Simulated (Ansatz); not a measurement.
The starting structures come from a database of crystals and need not be the phases stable at ambient conditions.

The decay constant κ of evanescent states in the gap governs leakage through a thin film.

Here is the system:

```
CELL_PARAMETERS angstrom
      4.68118     0.00000     0.00000
      2.34059     7.69492     0.00000
      2.34059     0.71195     3.99102
ATOMIC_POSITIONS crystal
  Ba 0.75860 0.72421 0.75860
  Ba 0.24140 0.27579 0.24140
  P  0.50000 0.50000 0.50000
  Cl 0.00000 0.00000 0.00000
```

The cell is taken as given.

Transport runs along the normal of the first two printed cell vectors, the (101) plane of the conventional cell.

No gap correction and no spin-orbit coupling; mid-gap is the computed energy nearest the middle.

Task: Compute, with r2SCAN in Ansatz (a program for electronic structure), the band gap and the smallest decay constant κ at mid-gap.

Result: Gap 1.45 eV on a 8×8×8 mesh; κ = 0.211 1/Å, at the zone centre.
